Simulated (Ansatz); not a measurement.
Defect migration in bcc Mo: W-vacancy pair (W on one host Mo site, one Mo site vacant), neutral cell. Method: PBE, PAW (plane waves to 420 eV; Ansatz, an electronic-structure program).

Cell of 36 host sites held at the relaxed PBE lattice; a 2×2×3 k-point mesh shifted by half a step; Fermi-Dirac width 0.10 eV, spin-restricted; finite-size errors left in. Static, classical nuclei. Spin-orbit coupling is left out. Forms of the defect that were not tried may lie lower. The start lies 0.044 eV above the lowest site run (PBE).

Barriers: single points on a 3×3×5 k-point mesh shifted by half a step at the bands' geometries (they differ from the bands' own by up to 0.06 eV, and are uncertain by about as much).

The step: direct exchange of W with the vacancy (W-vacancy distance between ideal sites 2.74 Å throughout). Atoms about the jump, Cartesian Å from the middle of the jump, before and after:

```
atom     x0     y0     z0     x1     y1     z1
----  -----  -----  -----  -----  -----  -----
W1    -0.78  -0.78  -0.78   0.78   0.78   0.78
Mo2   -2.35   0.79   0.79  -2.36   0.78   0.78
Mo3    0.79  -2.35   0.79   0.78  -2.36   0.78
Mo4    2.36  -0.78  -0.78   2.35  -0.79  -0.79
Mo5   -0.78   2.36  -0.78  -0.79   2.35  -0.79
Mo6    0.79   0.79  -2.37   0.78   0.78  -2.35
Mo7   -0.78  -0.78   2.35  -0.79  -0.79   2.37
Mo8   -2.37  -2.37   0.79  -2.36  -2.36   0.78
Mo9    0.79  -2.36  -2.37   0.78  -2.36  -2.36
Mo10  -2.36   0.79  -2.37  -2.36   0.78  -2.36
Mo11   2.36   2.36  -0.78   2.37   2.37  -0.79
Mo12   2.36  -0.78   2.36   2.36  -0.79   2.37
Mo13  -0.78   2.36   2.36  -0.79   2.36   2.37
```

Task: Predict the transition state.

Result: 
```tsv
atom	x	y	z
W1	-0.01	-0.01	-0.02
Mo2	-2.42	0.81	0.81
Mo3	0.81	-2.42	0.81
Mo4	2.42	-0.81	-0.83
Mo5	-0.82	2.42	-0.83
Mo6	0.81	0.81	-2.46
Mo7	-0.81	-0.81	2.44
Mo8	-2.33	-2.33	0.76
Mo9	0.78	-2.35	-2.33
Mo10	-2.35	0.78	-2.33
Mo11	2.32	2.33	-0.78
Mo12	2.34	-0.78	2.31
Mo13	-0.78	2.34	2.31
```
It lies 1.35 eV above the start and 1.35 eV above the end. The saddle point's order was not checked, and it lies on a symmetry element of the cell, where a band can be held.
